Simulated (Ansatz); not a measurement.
The starting structures come from a database of crystals and need not be the phases stable at ambient conditions.

Inside the gap of an insulator the Bloch states are evanescent, with a wavenumber k + iκ along the transport direction.

Input:

```yaml
crystal:
  lattice:
    - [7.28748, 0.00000, 0.00000]
    - [-3.64374, 6.31114, 0.00000]
    - [3.64374, -2.10371, 5.95020]
  atoms:
    - { symbol: In, position: [0.25003, 0.25003, 0.74997] }
    - { symbol: In, position: [0.74997, 0.25003, 0.25003] }
    - { symbol: In, position: [0.74997, 0.74997, 0.25003] }
    - { symbol: In, position: [0.25003, 0.74997, 0.74997] }
    - { symbol: In, position: [0.74997, 0.74997, 0.74997] }
    - { symbol: In, position: [0.25003, 0.25003, 0.25003] }
    - { symbol: In, position: [0.25000, 0.75000, 0.25000] }
    - { symbol: Ge, position: [0.75000, 0.25000, 0.75000] }
    - { symbol: Ir, position: [0.00000, 0.00000, 0.00000] }
    - { symbol: O, position: [0.64898, 0.35102, 0.64898] }
    - { symbol: O, position: [0.64898, 0.35102, 0.05306] }
    - { symbol: O, position: [0.64898, 0.94694, 0.64898] }
    - { symbol: O, position: [0.05306, 0.35102, 0.64898] }
    - { symbol: O, position: [0.37030, 0.11090, 0.37030] }
    - { symbol: O, position: [0.88910, 0.62970, 0.37030] }
    - { symbol: O, position: [0.37030, 0.62970, 0.37030] }
    - { symbol: O, position: [0.37030, 0.62970, 0.88910] }
```

Space group of this cell: F-43m. The cell is taken as given; by r2SCAN its mean pressure is -5.4 GPa.

Transport runs along the normal of the first two printed cell vectors, the (111) plane of the conventional cell.

No gap correction and no spin-orbit coupling; mid-gap values are interpolated between computed energies.

**Question.** Give the band gap and the smallest decay constant κ at mid-gap that Ansatz (a program for electronic structure) with r2SCAN yields.

**Answer.** Gap 0.73 eV on a 6×6×6 mesh; κ = 0.075 1/Å, at the zone centre.
